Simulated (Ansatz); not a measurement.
# BaAlSiH, pressure series

The reference is BaAlSiH (space group P3m1, No. 156; a = 4.3092 Å, c = 5.2163 Å; a cell from a computed database, its experimental status unchecked).

Cell and atoms are relaxed at each pressure.

The values are results of DFT with r2SCAN+rVV10, PAW potentials and a 500 eV plane-wave cutoff in Ansatz (an electronic-structure program), no spin-orbit coupling, earlier PAW set, not measurements.

Candidates:
(a) pressure 2.1 GPa
(b) pressure 0.9 GPa
(c) pressure 9 GPa
(d) pressure −1 GPa

Before the change:

```
Property   Result
---------  ------
c/a ratio   1.211
```

### Question
Order them by c/a ratio, lowest first.

### Answer
(c) pressure 9 GPa (1.153), (a) pressure 2.1 GPa (1.196), (b) pressure 0.9 GPa (1.204), (d) pressure −1 GPa (1.218)

Load acts through the strain it causes; cell and atoms are relaxed under it. Whether these cells are dynamically stable was not tested. No other phases were tried under pressure.
